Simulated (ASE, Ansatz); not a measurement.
One thermal frame of composition Li3Al, cell Li48Al16, first heated far above this temperature, then brought to it [in the CHGNet run: it was liquid; mean temperature 1029 K (target 1000 K); density 0.97 g/cm³, volume +8 % from the start cell's], 1000 K, computed in Ansatz (plane waves, PAW) at several levels on the same positions and k-sampling (one point, (1/4, 1/4, 1/4)); no spin polarisation or spin-orbit coupling.

The frame comes from MD with CHGNet (ASE). The base level is PBE (cutoff 420 eV), whose static pressure on this k-sampling is -0.1 GPa. On the run's last frame a denser k-mesh moved the forces by 0.043 eV/Å rms, the static pressure by -0.01 GPa and the free energy by 2 meV/atom, which is about how far such values are converged. That check is the base level's. Differences between levels on one k-sampling err less than the absolute values. Cutoffs of the other levels: 500 eV for r2SCAN, the files' default (420 eV for most) otherwise. Volume per atom 20.55 Å³.

```json
[
 {"level": "PBE", "static pressure less the base's (GPa)": "0", "rms force change from the base (eV/Å)": "0", "cost": "(base)"},
 {"level": "r2SCAN", "static pressure less the base's (GPa)": "+0.1", "rms force change from the base (eV/Å)": "0.03", "cost": "very roughly 60 core-seconds"},
 {"level": "PBEsol", "static pressure less the base's (GPa)": "-0.3", "rms force change from the base (eV/Å)": "0.01", "cost": "about 15 core-seconds (a rough figure)"},
 {"level": "LDA", "static pressure less the base's (GPa)": "?", "rms force change from the base (eV/Å)": "0.04", "cost": "about 15 core-seconds (a rough figure)"}
]
```

**Question.** Complete the blanks.

**Answer.** 
- LDA, static pressure less the base's (GPa): -1.3

Ansatz is an electronic-structure program.
